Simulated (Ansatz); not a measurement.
Take Sb (space group R-3m, No. 166; a = 4.3263 Å, c = 11.3390 Å (hexagonal axes); layered; relaxed with 0.1 eV smearing) as the base. Axes: x lies along a and z along c of the hexagonal cell.

Computed with r2SCAN+rVV10 (Ansatz, a first-principles code, PAW, no SOC).

For the base:

- Shortest interatomic distance: 2.920 Å

The change: uniaxial stress, 0.5 GPa compression along z, with the cell and atoms free to relax against it.

**Question.** What happens to the strain response, energy relative to the base and shortest interatomic distance?

**Answer.** The strain response (xx, yy, zz) comes out as (+0.29, +0.29, −1.49) %; the energy rises by 0.7 meV/atom; the shortest interatomic distance increases by 0.0032 Å, from 2.920 Å to 2.924 Å.

Stability under load was not tested beyond the relaxation.
